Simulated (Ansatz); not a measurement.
We consider SiO2 (model structure, started from the alpha quartz type, P3₁21, No. 152, 9 atoms in the cell), described by PBE-D3(BJ) in Ansatz (plane waves, PAW).

Numerical settings: plane-wave cutoff 500 eV, 12×12×8 k mesh (along the axes of the cell as run), Fermi–Dirac smearing 0.05 eV, scalar-relativistic PAW data made under PBE.

Cell (relaxed at this level):

```cif
data_O6Si3
_chemical_formula_sum 'Si3 O6'
_space_group_name_H-M_alt 'P3121'
_space_group_IT_number 152
_space_group_name_Hall 'P 31 2"'
_cell_length_a 4.91771
_cell_length_b 4.91771
_cell_length_c 5.42342
_cell_angle_alpha 90.000
_cell_angle_beta 90.000
_cell_angle_gamma 120.000
loop_
_atom_site_label
_atom_site_type_symbol
_atom_site_symmetry_multiplicity
_atom_site_Wyckoff_symbol
_atom_site_fract_x
_atom_site_fract_y
_atom_site_fract_z
_atom_site_occupancy
Si1 Si 3 b 0.53363 0.53363 0.50000 1
O1 O 6 c 0.72645 0.13669 0.05322 1
```

Give the computed band gap.


band gap: 5.83 eV (on the SCF k mesh)

Note: the relaxation could raise the start's symmetry but not lower it, so the cell can be a saddle point.

The computed numbers hold no vibrational or temperature effects.

A model structure was made by putting elements into a prototype or built by hand; it is no filed structure, need not be a known phase, and can be a saddle point held by its symmetry.

Ansatz is a quantum-chemistry and plane-wave program.
